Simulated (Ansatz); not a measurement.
Start from SiO2 in the rutile structure (space group P4_2/mnm, No. 136; a = 4.185 Å, c = 2.669 Å).

The values are results of r2SCAN in Ansatz (plane waves to 500 eV, PAW, no spin-orbit coupling), not measurements.

For the base:

Band gap: 6.51 eV
Lattice parameter a: 7.909 bohr

It is then changed as follows: every Si is replaced by Sn; the structure is relaxed again.

Question: What does the calculation give for the band gap after the change?

Answer: The band gap falls by 4.74 eV to 1.77 eV.

Question: What does the calculation give for the lattice parameter a after the change?

Answer: The lattice parameter a grows by 1.086 bohr (7.909 bohr → 8.995 bohr).

Stability against distortions was not tested.

Ansatz is a quantum-chemistry and plane-wave program.
